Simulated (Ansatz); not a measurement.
BaInHO2 (model structure, started from the SrVO2H type, P4/mmm, No. 123, 5 atoms in the cell) was calculated with r²SCAN+SOC in Ansatz (PAW).

Numerical settings: plane-wave cutoff 560 eV, 8×8×10 k mesh (along the axes of the cell as run), Fermi–Dirac smearing 0.01 eV, PAW data made under PBE.

Cell (relaxed with PBEsol):

```
BaInHO2
1.0
    4.28365     0.00000     0.00000
    0.00000     4.28365     0.00000
    0.00000     0.00000     3.88015
Ba In O H
1 1 2 1
Cartesian
  2.14183   2.14183   1.94008
  0.00000   0.00000   0.00000
  2.14183   0.00000   0.00000
  0.00000   2.14183   0.00000
  0.00000   0.00000   1.94008
```

Q: Predict the band gap, smallest direct gap on the k points sampled and direct gap at Γ.

A: 
* **band gap**: 1.38 eV (indirect)
* **smallest direct gap on the k points sampled**: 1.96 eV
* **direct gap at Γ**: 5.21 eV

Note: the relaxation could raise the start's symmetry but not lower it, so the cell can be a saddle point; cell and atoms aren't relaxed at this level (pressure 1.7 GPa).

Static lattice: no zero-point or thermal effects.

Cost on a shared machine: very roughly 2.8 core-minutes.

A model structure was made by putting elements into a prototype or built by hand; it is no filed structure, need not be a known phase, and can be a saddle point held by its symmetry.

Ansatz is a program for electronic structure.
